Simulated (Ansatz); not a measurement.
Consider MoSi$_{2}$ (space group I4/mmm, No. 139; relaxed with 0.1 eV smearing).

```yaml
crystal:
  lattice:
    - [-1.60839, 1.60839, 3.93729]
    - [1.60839, -1.60839, 3.93729]
    - [1.60839, 1.60839, -3.93729]
  atoms:
    - { symbol: Si, position: [0.66492, 0.66492, 0.00000] }
    - { symbol: Si, position: [0.33508, 0.33508, 0.00000] }
    - { symbol: Mo, position: [0.00000, 0.00000, 0.00000] }
```

Method: PBE/PAW in Ansatz (a first-principles code), no SOC.

Before the change:

- Pressure = 0.0 GPa
- Band gap = zero

Perturbation: an isotropic linear strain of +1.00 %, atoms relaxed at fixed cell.

Task: Predict the new energy relative to the base, pressure and band gap.

Result: The energy goes up by 7.5 meV/atom; the pressure (mean of the normal stresses, compression positive) goes from zero to -5.7 GPa; the band gap stays zero.

Stability against distortions was not tested. The final runs are not spin-polarised.
